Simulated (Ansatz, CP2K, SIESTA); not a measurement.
**ZnS (P6_3mc, 8 atoms in the cell) computed with different codes at matched settings**

Band-structure calculation.

```
ZnS
1.0
    3.72173     0.00000     0.00000
   -1.86086     3.22311     0.00000
    0.00000     0.00000    12.16743
Zn S
4 4
Direct
  0.66667   0.33333   0.74993
  0.33333   0.66667   0.24993
  0.00000   0.00000   0.50000
  0.00000   0.00000   0.00000
  0.66667   0.33333   0.93773
  0.33333   0.66667   0.43773
  0.00000   0.00000   0.68734
  0.00000   0.00000   0.18734
```

Shared settings, as Ansatz (an electronic-structure program) writes them: kpoints.mp_grid.grid = 8 8 3; scf.occupations.method = fermi_dirac; scf.occupations.width = 0.02 eV. Potentials and cutoffs stand in the table.

| code | model | gap along the path (eV) | smallest direct gap (eV) | cutoff |
|---|---|---|---|---|
| SIESTA | GGA PBE, numerical atomic orbitals DZP, PseudoDojo PBE standard norm-conserving potentials (rewritten from UPF to PSML) | 3.05 | 3.05 | grid 350 Ry |
| Ansatz | PBE, default PAW files | 2.50 | 2.50 | default |
| CP2K | PBE, GPW, DZVP-MOLOPT-SR-GTH basis, GTH-PBE potentials (GTH_POTENTIALS) | 2.49 | 2.49 | grid 600 Ry |

The spread over the programs that give each value: gap along the path within 0.56 eV; smallest direct gap within 0.56 eV.

SIESTA and CP2K use small atom-centred bases, whose incompleteness enters pressures, forces and empty levels differently from a plane-wave cutoff.

The starting cell comes from a database of computed structures (which also holds hypothetical and non-ambient phases and stackings), without a prior relaxation at this level. Its lattice was rescaled by a random factor within 2.5 % of one.

Keys are those of Ansatz 0.2.
